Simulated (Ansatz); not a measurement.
# TiAl: biaxial strain +1.50 %, plane normal [001], relaxed out of plane

The reference is TiAl (space group P4/mmm, No. 123; a = 2.7963 Å, c = 4.0381 Å; relaxed with 0.1 eV smearing). Axes: x, y, z lie along a, b, c of the conventional cell.

It is then changed as follows: biaxial strain +1.50 %, plane normal [001], relaxed out of plane (Cartesian); in-plane vectors clamped, the third vector and the atoms free.

Computed with PBEsol (Ansatz, a program for electronic structure; PAW; 420 eV plane waves; no SOC). Γ-centred 21×21×14 mesh, Fermi–Dirac width 0.1 eV.

```tsv
quantity	base	changed	shift
volume per atom	15.79 Å³	16.00 Å³	+0.21 Å³
space group	P4/mmm (No. 123)	P4/mmm (No. 123)	–
pressure (mean of the normal stresses, compression positive)	0.0 GPa	-1.6 GPa	-1.6 GPa
band gap	zero	zero	–
out-of-plane strain	–	-1.65 %	–
```

Final structure (turned so that z lies along the plane normal):

```
CELL_PARAMETERS angstrom
      2.83824     0.00000     0.00000
      0.00000     2.83824     0.00000
      0.00000     0.00000     3.97171
ATOMIC_POSITIONS crystal
  Ti 0.00000 0.00000 0.00000
  Al 0.50000 0.50000 0.50000
```

Stability against distortions was not tested. All final runs are without spin polarisation.
